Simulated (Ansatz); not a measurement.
Start from AlRu in the CsCl type structure (space group Pm-3m, No. 221; a = 3.005 Å; relaxed with 0.1 eV smearing).

Level of theory: PBE (Ansatz, a quantum-chemistry and plane-wave program; PAW; 420 eV plane waves; no spin-orbit coupling).

For the base:

```
Property    Value
--------  -------
Pressure  0.0 GPa
```

It is then changed as follows: the cell is scaled by 0.9700 in all directions; the atoms relax in the strained cell.

### Question
What does the calculation give for the pressure after the change?

### Answer
The pressure goes from zero to 22.6 GPa.

### Question
What happens to the energy relative to the base?

### Answer
The energy rises by 77 meV/atom.

Stability against distortions was not tested. The final runs are not spin-polarised.
